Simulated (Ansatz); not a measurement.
The starting structures come from a database of crystals and need not be the phases stable at ambient conditions.

By PBEsol, the system below comes out a metal.

The ballistic (Sharvin) conductance counts the channels at the Fermi level: G/A = (e²/h) × channels of both spins per area.

```xyz
2
Lattice="4.0317 0.0000 0.0000 2.0159 4.0343 0.0000 2.0159 -1.0073 1.7462" Properties=species:S:1:pos:R:3 pbc="T T T"
Zn     2.0159     1.5135     0.8731
Pt     0.0000     0.0000     0.0000
```

Space group of this cell: P4/mmm. The cell is taken as given; by PBEsol its mean pressure is -3.4 GPa.

The current flows along the normal of the first two printed cell vectors, the (111) plane of the conventional cell. No spin-orbit coupling; the value is a mean over 0.1 eV about the Fermi level.

Task: Predict the ballistic conductance per area from PBEsol (Ansatz, an electronic-structure program).

Result: 0.68 × 10¹⁵ S/m² for both spins.
